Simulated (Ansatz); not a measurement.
The reference is Lu in the hcp (Mg type) structure (space group P6_3/mmc, No. 194; a = 3.443 Å, c = 5.367 Å; relaxed with 0.1 eV smearing).

The values are results of Ansatz (a first-principles code) PBEsol, scalar-relativistic without spin-orbit coupling, not measurements.

Strains are applied to the cell and any free atomic positions relax.

One change was made to it. Results:

```json
[
 {"quantity": "energy relative to the base (free energy F)", "base": "0 meV/atom", "after": "+8.3 meV/atom"},
 {"quantity": "pressure (mean of the normal stresses, compression positive)", "base": "0.0 GPa", "after": "-2.0 GPa"}
]
```

Question: Name the change that was made.
A. isotropic strain +2.50 %
B. isotropic strain −1.00 %
C. isotropic strain +1.50 %

Answer: C, isotropic strain +1.50 %. For comparison, the energy relative to the base in the other runs: isotropic strain +2.50 % gives +23 meV/atom; isotropic strain −1.00 % gives +3.9 meV/atom.

Stability against distortions was not tested.
